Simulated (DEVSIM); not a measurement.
Device: Pd/Al2O3/SiO2/n-Si capacitor, at 400 K.

Layer 1 from the left is Al2O3, thickness (nm) 7.70. Layer 2 from the left is SiO2, thickness (nm) 1.40. Layer 3 from the left is Si, thickness (nm) 16000, Nd (cm⁻³) 1.3e15.

Metal gate on the left, work function 5.2 eV. Fixed charge at the semiconductor interface 0 cm⁻² (in units of +e); no interface traps.

This is a model device: material constants are rounded textbook-type values typed into the input, and sizes, dopings and lifetimes were drawn at random. Values at 300 K; Nc and Nv go as T^1.5, mobilities as T to minus their exponent, the gap by Varshni's rule with the affinity fixed.

Al2O3: gap (eV) 6.8, affinity (eV) 1.35, permittivity 9. SiO2: gap (eV) 9, affinity (eV) 0.9, permittivity 3.9. Si: gap (eV) 1.124, affinity (eV) 4.05, permittivity 11.7, Nc (cm⁻³) 2.86e19, Nv (cm⁻³) 3.1e19, Varshni α (eV/K) 0.000473, Varshni β (K) 636.

Task: Estimate by hand the flat-band voltage, the threshold voltage, and compare with a numerical solution.

Result: 
- Flat-band voltage: C = 0.729 μF/cm², work-function difference 0.790 V; VFB = φms − qNf/C = 0.79 V; numerical 0.79 V.
- Threshold voltage: φF = 0.187 V, depletion charge √(4εqNφF) = 1.27e-8 C/cm²; VT = VFB − 2φF − Qd/C = 0.40 V; numerical 0.40 V.

DEVSIM, 1D Poisson equation in equilibrium, Boltzmann statistics, complete ionisation; no quantum confinement or tunnelling. Metal contacts follow the ideal Schottky-Mott rule: no Fermi-level pinning, no interface dipoles.
